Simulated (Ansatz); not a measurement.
We consider Mo2C (P-3m1, No. 164, 3 atoms in the cell; start mp-1221498; a measured phase of this formula has another space group), described by r²SCAN (PAW; Ansatz, a program for electronic structure).

The input as run:

Ansatz 0.2 input:
```yaml
crystal:
  lattice:
    - [3.0313941447, 0.0, 0.0]
    - [-1.5156970724, 2.6252643382, 0.0]
    - [0.0, 0.0, 4.6133232301]
  atoms:
    - { symbol: Mo, position: [0.3333333333, 0.6666666667, 0.2494762225] }
    - { symbol: Mo, position: [0.6666666667, 0.3333333333, 0.7505237775] }
    - { symbol: C, position: [0.0, 0.0, 0.5] }
basis:
  ecutwfc: 560
  ecutrho_ratio: 4
  xc_grid: 3
kpoints:
  mp_grid: { grid: [24, 24, 12] }
hamiltonian:
  xc: r2scan
  dispersion: none
  pseudopotentials: { kind: paw }
scf:
  occupations: { method: fermi_dirac, width: 0.05 }
output:
  forces: true
  stress: true
  eigenvalues: true
relax:
  f_tol: 0.004
  escape_saddle: false
  max_steps: 80
  cell: { stress_tol: 0.02, fix: [volume] }
```

Excerpt of the program's output:

```
Relaxation: its limit of steps is 80 (relax.max_steps)
Crystal: 3 atoms, lattice volume = 36.714 Å³
Basis set: ecut = 560 eV, 1103 PW (Γ), exchange–correlation on 72×72×108 points (27 copies of the dense FFT grid, shifted against one another)
Bands: 20, of which v1, the nominal top of the filled ones, is band 16 counted from 1 (15 counted from 0)
Symmetry: 12 space group operations
Space group: P-3m1 (ITA 164), of the structure as read, at distance tolerance 3.3e-5 Å
k-points: 667 of 6912
Functional: x = r2scan, c = r2scan; τ floored in thin density (d = 2e-4 eV/Å³)
SCF iter   1: F=—  HF=-10187.029630 eV  |F-HF|=—  |Δ(HF+E_count)|=         —  Δρ=9.95e-3  dr2=1.77e-2  dr2_τ=1.56e-1
SCF iter   2: F=—  HF=-10187.055473 eV  |F-HF|=—  |Δ(HF+E_count)|=   2.58e-2  Δρ=5.96e-3  dr2=6.22e-3  dr2_τ=2.80e-4
  ...
SCF 1 converged in 8 iterations: F = -10187.056710 eV  dr2 = 6.42e-9
Crystal: 3 atoms, lattice volume = 36.714 Å³
Initial density: handed on by an earlier stage of this run
SCF 2 converged in 6 iterations: F = -10187.057529 eV  dr2 = 3.82e-8
Crystal: 3 atoms, lattice volume = 36.714 Å³
SCF 3 converged in 5 iterations: F = -10187.057999 eV  dr2 = 1.54e-7
Crystal: 3 atoms, lattice volume = 36.714 Å³
SCF 4 converged in 4 iterations: F = -10187.058080 eV  dr2 = 1.95e-7
Crystal: 3 atoms, lattice volume = 36.714 Å³
SCF 5 converged in 5 iterations: F = -10187.058081 eV  dr2 = 2.99e-10
Crystal: 3 atoms, lattice volume = 36.714 Å³
SCF iter   5: F=—  HF=-10187.058081 eV  |F-HF|=—  |Δ(HF+E_count)|=  7.28e-12  Δρ=1.38e-7  dr2=8.78e-12  dr2_τ=1.69e-12
SCF iter   6: F=-10187.058081 eV  HF=-10187.058081 eV  |F-HF|=3.64e-12  |Δ(HF+E_count)|=  7.28e-12  Δρ=4.77e-8  dr2=7.42e-13  dr2_τ=9.16e-14
SCF 6 converged in 6 iterations: F = -10187.058081 eV  dr2 = 7.42e-13
SCF converged after 6 iterations
Free energy (F): -10187.058081 eV
Internal energy: -10187.047187 eV  (E = F + TS)
E sigma→0 (E₀):  -10187.052634 eV
Fermi energy:    20.419549 eV
--- Forces (eV/Å), atoms counted from 1 ---
  atom   1  Mo     0.00000000     0.00000000     0.00004399
  atom   2  Mo    -0.00000000    -0.00000000    -0.00004399
  atom   3  C     -0.00000000    -0.00000000     0.00000000
--- Stress (GPa, compression-positive) ---
        5.986468      -0.000000      -0.000000
       -0.000000       5.986468      -0.000000
       -0.000000      -0.000000       5.982503
  P = ⅓ Tr σ = 5.9851 GPa (59.851 kbar)
```

The cell is one volume of an energy–volume scan, off the minimum.

The PAW data were made under PBE.

Note: the run has no spin polarisation, so it can have missed a magnetic state. Note: the relaxation could not lower the start's symmetry, so the cell can be a saddle point above a distorted one.

It cost very roughly 3 core-minutes of CPU time.

A start named mp-… is a Materials Project structure, which need not be a measured phase.
